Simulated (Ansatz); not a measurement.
Take PbS in the rock salt structure (space group Fm-3m, No. 225; a = 6.0090 Å) as the base.

(Cell as relaxed with PBE.)

Levels (all Ansatz, a first-principles code, PAW, earlier PAW set): PBE (420 eV, without spin-orbit coupling); r2SCAN (500 eV, no spin-orbit coupling).

Each level relaxes its own structure.

| base | PBE | r2SCAN |
|---|---|---|
| volume per atom | 27.12 Å³ | 26.66 Å³ |
| lattice parameter a | 6.009 Å | 5.975 Å |
| band gap | 0.50 eV | 0.70 eV |

It is then changed as follows: every lattice vector is shortened by 2.09 %, atoms relaxed at fixed cell.

```csv
quantity,PBE,r2SCAN
energy relative to the base (free energy F),+19 meV/atom,+20 meV/atom
"valley order (the lowest conduction-band minima on the path, energy above the VBM, named in the base's zone)","L along ⟨111⟩ 0.27 eV; a point along ⟨110⟩, about 0.7 Å⁻¹ from Γ 1.21 eV","L along ⟨111⟩ 0.45 eV; a point along ⟨110⟩, about 0.7 Å⁻¹ from Γ 1.41 eV"…
shift of the gap caused by the change,-0.23 eV,-0.25 eV
pressure,38.4 kbar,42.0 kbar
```

PBE's energy relative to the base lies 1.4 meV/atom below r2SCAN's; both order the valleys alike; PBE's shift of the gap caused by the change lies 0.025 eV above r2SCAN's; PBE's pressure lies 3.6 kbar below r2SCAN's. Neither level is exact; r2SCAN is the comparison here, not a measurement.

With Pb present, leaving out spin-orbit coupling can change the band edges. The cells carry an imposed strain or load. Stability against distortions was not tested. The zero or small gap of PbS under isotropic strain −2.09 % can change with the level of theory.
